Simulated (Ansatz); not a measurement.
CsCl-type RuAl was calculated with HSE06 in Ansatz (PAW).

Settings: plane-wave cutoff 500 eV, 8×8×8 k mesh, Fermi–Dirac smearing 0.1 eV, no spin polarisation, scalar-relativistic PAW data made under PBE.

Computed at the level's own relaxed cell.

### Question
Give the computed volume per atom and lattice constant a.

### Answer

* **volume per atom**: 13.16 Å³/atom
* **lattice constant a**: 2.974 Å

Measured, for comparison: lattice constant a 2.992 Å (temperature not stated, copied from a table, unchecked, no zero-point or thermal correction; as tabulated in Acta Metallurgica 41, 863 (1993)). Computed (rounded) less measured: lattice constant a not scored (unchecked). A static lattice is as a rule a little smaller and stiffer than an uncorrected measurement, which narrows the difference in the lattice constant a and would widen misses of the other sign.

Note: exact exchange on metals is sensitive to the k mesh and can open a false gap; the run warned that the count of filled bands differs between k points.

Computed values are for the static lattice.

The result took very roughly 4 core-minutes.

Ansatz is a first-principles code.
